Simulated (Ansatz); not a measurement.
## A computed series for SnSe2: pressure series

Consider SnSe2 in the CdI2 type structure (space group P-3m1, No. 164; layered, stacked along the Cartesian z axis).

```
SnSe2
1.0
    3.84028     0.00000     0.00000
   -1.92014     3.32578     0.00000
    0.00000     0.00000     6.00569
Sn Se
1 2
Direct
  0.00000   0.00000   0.00000
  0.33333   0.66667   0.26533
  0.66667   0.33333   0.73467
```

Cell and atoms are relaxed at each pressure.

Computed with Kohn–Sham DFT with the PBE-D3(BJ) functional, run in Ansatz (a first-principles code) with PAW and 420 eV plane waves, no spin-orbit coupling.

| case | c/a ratio | density | band gap |
|---|---|---|---|
| base | 1.564 | 5.99 g/cm³ | 0.36 eV |
| pressure −1 GPa | 1.618 | 5.72 g/cm³ | 0.60 eV |
| pressure 0.9 GPa | 1.537 | 6.16 g/cm³ | 0.22 eV |
| pressure 2.1 GPa | 1.510 | 6.34 g/cm³ | 0.08 eV |
| pressure 4.5 GPa | 1.473 | 6.64 g/cm³ | zero |
| pressure 9 GPa | 1.439 | 7.05 g/cm³ | zero |
| pressure 15 GPa | 1.431 | 7.46 g/cm³ | zero |
| pressure 22.5 GPa | 1.436 | 7.90 g/cm³ | zero |
| pressure 30 GPa | 1.458 | 8.28 g/cm³ | zero |

The mesh was chosen for an insulator and is coarse for the gapless case. Load acts through the strain it causes; cell and atoms are relaxed under it. Stability against distortions was not tested. No other phases were tried under pressure. The final runs are not spin-polarised. A zero or small gap of SnSe2 under pressure 0.9 GPa, SnSe2 under pressure 2.1 GPa, SnSe2 under pressure 4.5 GPa and SnSe2 under pressure 9 GPa can be the functional's error rather than a property of the material.
